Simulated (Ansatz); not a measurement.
The structure below was relaxed with Ansatz (a program for electronic structure) r2SCAN+rVV10, no spin-orbit coupling, at pressure 1.8 GPa.

Space group P6₃/mmc (No. 194); a = 3.9644 Å, b = 3.9644 Å, c = 16.4669 Å, α = 90.00°, β = 90.00°, γ = 120.00°

| atom | site | symmetry | x | y | z |
|---|---|---|---|---|---|
| In | 4f | 3m. | 0.6667 | 0.3333 | 0.1663 |
| Se | 4f | 3m. | 0.3333 | 0.6667 | 0.0884 |

Question: Write out a cell with all atoms.

Answer: 
```xyz
8
Lattice="3.9644 0.0000 0.0000 -1.9822 3.4332 0.0000 0.0000 0.0000 16.4669" Properties=species:S:1:pos:R:3 pbc="T T T"
In     0.0000     2.2888    10.9712
In     1.9822     1.1444     2.7377
In     1.9822     1.1444     5.4957
In     0.0000     2.2888    13.7292
Se     0.0000     2.2888     1.4551
Se     1.9822     1.1444     9.6885
Se     1.9822     1.1444    15.0118
Se     0.0000     2.2888     6.7784
```
This is the conventional cell.

Load acts through the strain it causes; cell and atoms are relaxed under it. Whether these cells are dynamically stable was not tested. The cell was made from InSe in the beta-GaS type structure (space group P6_3/mmc, No. 194; layered, stacked along the Cartesian z axis) by this change: pressure 1.8 GPa.
